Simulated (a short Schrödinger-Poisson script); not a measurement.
System: symmetric double-gate stack, Al2O3 on p-type In0.53Ga0.47As, at 77 K.

```tsv
layer	material	thickness (nm)	Na (cm⁻³)
1	Al2O3	6	-
2	In0.53Ga0.47As	4	2e17
3	Al2O3	6	-
```

Constants are typed, rounded textbook-type inputs, not results; the design itself was drawn at random and stands for no fabricated device. Al2O3: permittivity 9, conduction-band edge (eV) 3.16, gap (eV) 6.8, electron mass (mₑ) 0.3. In0.53Ga0.47As: permittivity 13.9, conduction-band edge (eV) 0, gap (eV) 0.74, Nv at 300 K (cm⁻³) 7.7e18.

Channel valleys (confinement mass, in-plane density-of-states mass, number): Γ 0.041, 0.041, 1. At the gates, both at one voltage, the conduction-band edge of layer 1 lies 3.49 eV − eVg above the Fermi level of the channel. Gaps are held at their typed values at every temperature. Mesh 0.03 nm at interfaces.

From a short Schrödinger-Poisson script (our own, NumPy): 1D Poisson equation in equilibrium, electrons quantum, Hartree (BenDaniel-Duke, 12 states a valley, the channel's in-plane mass for all, wave functions ending at the dielectric), parabolic valleys, classical holes, full ionisation, no traps, pinning or gate leakage.

Task: List the lowest subbands of each valley and their electrons at Vg = 1.8 V.

Result: 
| valley | subband | energy from the Fermi level (meV) | electrons (cm⁻²) | share (%) |
|---|---|---|---|---|
| Γ | 0 | -412.1 | 7.06e12 | 100.0 |
| Γ | 1 | 1295.4 | < 1e6 | 0.0 |

All electrons: 7.06e12 cm⁻². Above a few 1e12 electrons/cm² a light Γ valley is non-parabolic and upper valleys begin to fill, which the model leaves out.
